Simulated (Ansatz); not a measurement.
For ZrSi (model structure, started from the FeSi type, P2₁3, No. 198, 8 atoms in the cell), PBE (Ansatz, a program for electronic structure, plane waves, PAW) gives:

```
Property                                 Value
------------------------------  --------------
equilibrium lattice constant a         5.316 Å
formation enthalpy              -0.495 eV/atom
```

**Question.** What does PBE-D3(BJ) (Ansatz, plane waves, PAW) give for the same quantities?

**Answer.** 
- lattice constant a: 5.252 Å (drops by 1.2 %)
- formation enthalpy: -0.563 eV/atom (moves by -0.068 eV/atom)

Changes are worked out from the printed values.

Unless a cell is named, each level is at its own relaxed cell (PBE 18.78, PBE-D3(BJ) 18.11 Å³/atom).

Ansatz's density-functional and Hartree–Fock values are scalar-relativistic unless marked +SOC, with PAW data made under PBE.

A model structure was made by putting elements into a prototype or built by hand; it is no filed structure, need not be a known phase, and can be a saddle point held by its symmetry.
